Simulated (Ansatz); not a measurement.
The starting structures come from a database of crystals and need not be the phases stable at ambient conditions.

The decay constant κ of evanescent states in the gap governs leakage through a thin film.

```
CELL_PARAMETERS angstrom
      7.15260     0.03313     0.00000
     -3.37415     6.30681     0.00000
      1.88922     3.16997     6.12723
ATOMIC_POSITIONS crystal
  Tl 0.25000 0.25000 0.00000
  Tl 0.75000 0.75000 0.00000
  In 0.25000 0.75000 0.50000
  In 0.75000 0.25000 0.50000
  Te 0.82250 0.32250 0.85500
  Te 0.17750 0.67750 0.14500
  Te 0.32250 0.17750 0.50000
  Te 0.67750 0.82250 0.50000
```

Space group of this cell: I4/mcm. The cell was relaxed by PBE-D3(BJ); by r2SCAN its mean pressure is -0.7 GPa.

Transport runs along the normal of the first two printed cell vectors, the (110) plane of the conventional cell.

No gap correction and no spin-orbit coupling; mid-gap values are interpolated between computed energies.

Task: Compute, with r2SCAN (Ansatz, a first-principles code), the band gap and the smallest decay constant κ at mid-gap.

Result: Gap 0.97 eV on a 6×6×6 mesh; κ = 0.135 1/Å, at (0.333, 0.333) of the in-plane reciprocal vectors. At the zone centre, at the nearest computed energy, the slowest state has κ = 0.17 1/Å.
